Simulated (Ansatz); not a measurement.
# SiH3 on the 1x1 (0001) surface of corundum (cut with top plane Al), one in a 1x1 cell, started at the site 'top O'

Host crystal: corundum, with a band gap (PBE, scalar-relativistic without spin-orbit coupling).

These are PBE (plane waves to 420 eV, PAW; Ansatz, a quantum-chemistry and plane-wave program) values and carry that method's errors.

Set-up: 24 atoms, 6.7 Å thick at the start under the adsorbate (thin: gaps and levels are the slab's own); mesh 6x6x1; 0.01 eV smearing; dipole correction on; 9 atoms held, the rest relaxed; no symmetry held; spin-polarised, ending with about 1.0 μB a cell; orders that need a larger cell were not tried, no spin-orbit, no U, no dispersion correction. At the end it is bonded to Al. In PBE it is, or lies within 0.03 eV of, the lowest of the starts that converged.

| Item | Result |
|---|---|
| adsorption energy against SiH4(g) − ½ H2(g) | 29.5 kcal/mol |
| gap of the slab on its k-mesh | 1.12 eV |
| highest filled level below the top vacuum level | 5.48 eV |
| change of the step from the bottom to the top vacuum level, against the clean slab | -0.66 eV |
| energy released by relaxation | 1.91 eV |
| height of the binding atom over the mean of the host atoms within 0.3 Å of the top one | 2.397 Å |
| magnetic moment of the cell | 1.00 μB |
| nearest host atoms of the binding atom | Al at 2.72 Å, O at 2.73 Å, O at 3.72 Å |
| largest move of a host atom | 0.21 Å |
| caution | the clean host was not checked against rearrangement in a larger or rattled cell |
| cost | about 20 core-minutes (a rough figure) |

A negative adsorption energy means that the adsorbate is more stable on the surface than in its reference.
